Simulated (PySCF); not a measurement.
PySCF 2.14.0, unrestricted TPSSH/def2-tzvp, df: [CH2]B(C)C, charge 0, multiplicity 2, 12 atoms. The geometry is a generated start, not checked to be a minimum at this level.

| Item | Result |
|---|---|
| task | energy |
| method | tpssh |
| basis | def2-tzvp |
| two-electron scheme | density fitting |
| mol.max_memory | 3000 MB |
| mf.max_cycle | 100 |
| mf.init_guess | minao (default) |
| mf.DIIS | CDIIS (default) |
| mf.diis_space | 8 (default) |
| mf.conv_tol | 1e-09 (default) |
| mf.grids.level | 3 (default) |
| basis functions | 172 |
| grid points | 134864 |

```xyz
12

C     -0.2666     1.5915     0.4730
B     -0.0330     0.1700     0.0472
C      1.4351    -0.4438     0.0584
C     -1.2349    -0.7600    -0.4205
H     -1.0928     2.1961     0.1277
H      0.3849     2.1189     1.1518
H      1.4540    -1.3807     0.6133
H      2.1760     0.2217     0.4945
H      1.7676    -0.6829    -0.9501
H     -2.1602    -0.2133    -0.5846
H     -0.9870    -1.2921    -1.3371
H     -1.4431    -1.5253     0.3265
```

Charge 0 and multiplicity 2 are set for this test and not shown to be the ground state.

One run each on 2 threads, 1 BLAS thread. Values of level_shift (Hartree) tried: 0 (default), 0.1, 0.3, 1.

Q: How does the count of Fock builds change with level_shift (Hartree), and where is it least?

A: Fewest Fock builds, within one of each other: 0 (default) with 13, 0.1 with 14. The count rises to 48 at 1. All converge to one solution.

```tsv
level_shift (Hartree)	Fock builds	end
0 (default)	13	same solution
0.1	14	same solution
0.3	21	same solution
1	48	same solution
```
